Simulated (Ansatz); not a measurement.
The parent structure is CdSe in the wurtzite structure (space group P6_3mc, No. 186; a = 4.383 Å, c = 7.154 Å). Axes: x lies along a and z along c of the hexagonal cell.

All numbers come from PBE in Ansatz (plane waves to 420 eV, PAW, scalar-relativistic without spin-orbit coupling).

Before the change:

- Band gap: 0.54 eV
- Valence-band top at Γ: 0.00, 0.00, -0.04 eV

Modification: biaxial strain +1.80 %, plane normal [001], relaxed out of plane (Cartesian); in-plane vectors clamped, the third vector and the atoms free.

Question: What happens to the band gap, out-of-plane strain, valence-band top at Γ and in-plane stress?

Answer: The band gap shrinks by 0.07 eV, from 0.54 eV to 0.47 eV; the out-of-plane strain amounts to -1.48 %; the valence-band top at Γ (three highest levels, from the VBM) changes from 0.00, 0.00, -0.04 eV to 0.00, -0.07, -0.07 eV; the mean in-plane stress (compression positive) comes out as -1.3 GPa.

Whether these cells are dynamically stable was not tested.

Ansatz is an electronic-structure program.
